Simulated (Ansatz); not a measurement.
Abridged Ansatz (an electronic-structure program) output:

```
Pseudopotential: Sn, paw, valence charge 14
Crystal: 2 atoms, lattice volume = 73.707 Å³
Basis set: ecut = 420 eV, 1459 PW (Γ), exchange–correlation on 64×64×64 points (8 copies of the dense FFT grid, shifted against one another)
Bands: 18, of which v1, the nominal top of the filled ones, is band 14 counted from 1 (13 counted from 0)
Symmetry: 48 space group operations
k-points: 72 of 1728
Functional: x = pbe(κ = 0.804, μ = 0.2195149727645171), c = pbe(β = 0.06672455060314922)
SCF iter   1: F=—  HF=-12048.426500 eV  |F-HF|=—  |Δ(HF+E_count)|=         —  Δρ=8.45e-4  dr2=1.05e-3  ethr=1.77e-3  ⟨swp⟩=6.1  Hψ=6892  notcnv=0
SCF iter   2: F=—  HF=-12048.425468 eV  |F-HF|=—  |Δ(HF+E_count)|=   1.03e-3  Δρ=6.43e-4  dr2=8.33e-4  ethr=3.76e-6  ⟨swp⟩=2.1  Hψ=2797  notcnv=0
SCF 1 converged in 9 iterations: F = -12048.425735 eV  dr2 = 5.73e-11
SCF converged after 9 iterations
Free energy (F): -12048.425735 eV
Internal energy: -12048.423897 eV  (E = F + TS)
E sigma→0 (E₀):  -12048.424816 eV
Entropy (-TS):   -0.001838 eV (-0.919 meV/atom)
Fermi energy:    6.882285 eV
--- Forces (eV/Å), atoms counted from 1 ---
  atom   1  Sn     0.00000000     0.00000000     0.00000000
  atom   2  Sn    -0.00000000     0.00000000     0.00000000
--- Stress (GPa, compression-positive) ---
       -0.000000       0.000000       0.000000
        0.000000      -0.000000      -0.000000
       -0.000000       0.000000      -0.000000
  P = ⅓ Tr σ = -0.0000 GPa (-0.000 kbar)
```

What was computed, and what are the main results?

Sn, 2 atoms in the cell, with plane-wave PAW DFT at the PBE level (Ansatz, 420 eV), no SOC. The last SCF converged to F = -12048.425735 eV, or -6024.2129 eV per atom, at a pressure of 0.00 GPa. The total energy compares only with runs of the same code, potentials and settings.

Whether these cells are dynamically stable was not tested. The cell was made from Ge by this change: Ge → Sn.
